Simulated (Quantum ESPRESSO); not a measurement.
A user runs Quantum ESPRESSO on La5Mg (P-62m, 6 atoms in the cell) and asks whether the run is sound. The aim is a self-consistent single point with DFT, PBEsol, plane waves, GBRV 1.5 ultrasoft (PBESOL) pseudopotentials.

Cell that was meant: a = 6.4309 Å, b = 6.4309 Å, c = 5.8258 Å, α = 90.00°, β = 90.00°, γ = 120.00°.

Part of the input:

```fortran
  ibrav = 0
  nat = 6
  ntyp = 2
  ecutwfc = 12
  ecutrho = 60
  occupations = 'smearing'
  smearing = 'cold'
  degauss = 0.0099958
```

Output, abridged:

```
     Message from routine setup:
     using ibrav=0 with symmetry is DISCOURAGED, use correct ibrav instead
     G-vector sticks info
   [... lines left out ...]
        k(    2) = (   0.0000000   0.0000000   0.2759663), wk =   0.0625000
        k(    3) = (   0.0000000   0.0000000  -0.5519325), wk =   0.0312500
   [... 9 lines left out ...]

     Dense  grid:    11013 G-vectors     FFT dimensions: (  30,  30,  27)

     Smooth grid:     7903 G-vectors     FFT dimensions: (  27,  27,  25)

     Initial potential from superposition of free atoms

     starting charge      64.5528, renormalised to      65.0000

     negative rho (up, down):  3.992E-01 0.000E+00
     Self-consistent Calculation

     iteration #  1     ecut=    12.00 Ry     beta= 0.40

     negative rho (up, down):  3.573E-01 0.000E+00

     total energy              =    -629.27407295 Ry
     estimated scf accuracy    <       2.73450612 Ry

     iteration #  2     ecut=    12.00 Ry     beta= 0.40

     negative rho (up, down):  3.334E-01 0.000E+00

     total energy              =    -629.08926848 Ry
     estimated scf accuracy    <       0.66068247 Ry

     iteration #  3     ecut=    12.00 Ry     beta= 0.40

     negative rho (up, down):  3.235E-01 0.000E+00

     total energy              =    -629.08283619 Ry
     estimated scf accuracy    <       0.35514594 Ry

   [... 11 blocks of this kind left out ...]

     iteration # 15     ecut=    12.00 Ry     beta= 0.40

     negative rho (up, down):  3.213E-01 0.000E+00

     total energy              =    -629.13591045 Ry
     estimated scf accuracy    <          1.2E-10 Ry

     iteration # 16     ecut=    12.00 Ry     beta= 0.40

     negative rho (up, down):  3.213E-01 0.000E+00
     End of self-consistent calculation

     the Fermi energy is    10.6111 ev

!    total energy              =    -629.13591045 Ry
     estimated scf accuracy    <          2.9E-11 Ry
     smearing contrib. (-TS)   =      -0.00095010 Ry
     internal energy E=F+TS    =    -629.13496035 Ry

     convergence has been achieved in  16 iterations

     negative rho (up, down):  3.213E-01 0.000E+00

     Forces acting on atoms (cartesian axes, Ry/au):

     atom    1 type  1   force =     0.00000000    0.00000000   -0.00000000
     atom    2 type  1   force =     0.00000000    0.00000000    0.00000000
     atom    3 type  1   force =    -0.00063470    0.00109934    0.00000000
     atom    4 type  1   force =     0.00126941    0.00000000    0.00000000
   [... lines left out ...]
     Total force =     0.002199     Total SCF correction =     0.000002
   [... lines left out ...]

     negative rho (up, down):  3.213E-01 0.000E+00
          total   stress  (Ry/bohr**3)                   (kbar)     P=    -1893.73
  -0.01289318   0.00000000  -0.00000000        -1896.65        0.00       -0.00
   0.00000000  -0.01289318  -0.00000000            0.00    -1896.65       -0.00
   0.00000000  -0.00000000  -0.01283355            0.00       -0.00    -1887.88

   JOB DONE.
```

Question: Is this run sound? If not, what is wrong?

Answer: The run is not sound. The fault is a basis or grid far too coarse for these potentials. The error of an incomplete plane-wave basis or grid does not cancel at such settings. To fix it, restore the cutoff that the potentials need and check convergence. The run converged in 16 iterations without an error; against the sound input the free energy goes up by 15.7 eV/atom, the pressure goes from -1.73 to -189.4 GPa and the largest force goes from 0.041 to 0.033 eV/Å.

The sound input it was made from differs as follows (other fixes are possible):
```diff
-  ecutwfc = 12
-  ecutrho = 60
+  ecutwfc = 40
+  ecutrho = 200
```

With that input, the run converged in 19 iterations: free energy E − TS -8653.9116 eV; Fermi level (on the code's own zero) 10.45 eV; pressure -1.73 GPa; largest force (vector length) 0.041 eV/Å (DFT, PBEsol, plane waves, GBRV 1.5 ultrasoft (PBESOL) pseudopotentials).

On the sound input: the starting cell comes from a database of computed structures (which also holds hypothetical and non-ambient phases and stackings), without a prior relaxation at this level.
